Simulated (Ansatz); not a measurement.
**TiO2 (Pbcn, No. 60; high-pressure phase)**

Method: LDA in Ansatz (PAW).

Settings: plane-wave cutoff 520 eV, 8×6×8 k mesh (along the axes of the cell as run), perturbation theory, no spin polarisation, scalar-relativistic PAW data made under PBE.

Cell (relaxed at this level):

```cif
data_O8Ti4
_chemical_formula_sum 'Ti4 O8'
_space_group_name_H-M_alt 'Pbcn'
_space_group_IT_number 60
_space_group_name_Hall '-P 2n 2ab'
_cell_length_a 4.49904
_cell_length_b 5.43974
_cell_length_c 4.84109
_cell_angle_alpha 90.000
_cell_angle_beta 90.000
_cell_angle_gamma 90.000
loop_
_atom_site_label
_atom_site_type_symbol
_atom_site_symmetry_multiplicity
_atom_site_Wyckoff_symbol
_atom_site_fract_x
_atom_site_fract_y
_atom_site_fract_z
_atom_site_occupancy
Ti1 Ti 4 c 0.00000 0.17404 0.75000 1
O1 O 8 d 0.22840 0.11769 0.41857 1
```

For TiO2 (Pbcn, No. 60; high-pressure phase), the high-frequency dielectric constant (mean over three axes) is 7.47. The dielectric constant ε0 (ions relaxed) (mean over three axes) comes out as 59.6.

Note: the relaxation could not lower the start's symmetry, so the cell can be a saddle point above a distorted one.

Cost on a shared machine: roughly 60 core-minutes.

Ansatz is an electronic-structure program.
